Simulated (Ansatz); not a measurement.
Take Si in the diamond structure (space group Fd-3m, No. 227; a = 5.444 Å) as the base.

Calculations: r2SCAN (Ansatz, an electronic-structure program, PAW, without spin-orbit coupling), earlier PAW set.

Carriers are added at fixed cell with a uniform background; the Fermi–Dirac width is that of 300 K.

One change was made to it. Results:

The gap between the host's bands grows by 0.06 eV to 0.83 eV; the Fermi level relative to the doped band's edge (positive inside the band; to 0.05 eV) is +0.60 eV; the gap character stays indirect, Γ → a point along ⟨100⟩, about 1.0 Å⁻¹ from Γ.

Which change produced these results?
A. holes 1.0×10^21 cm⁻³
B. holes 3.0×10^21 cm⁻³
C. electrons 3.0×10^21 cm⁻³
D. electrons 1.0×10^21 cm⁻³

B, holes 3.0×10^21 cm⁻³. For comparison, the gap between the host's bands in the other runs: holes 1.0×10^21 cm⁻³ gives 0.79 eV; electrons 3.0×10^21 cm⁻³ gives 0.74 eV; electrons 1.0×10^21 cm⁻³ gives 0.76 eV.

Charged cell with a jellium background: band edges are those of the host's band count, energies are not comparable with the neutral cell, and many-body gap narrowing is missing. Whether these cells are dynamically stable was not tested.
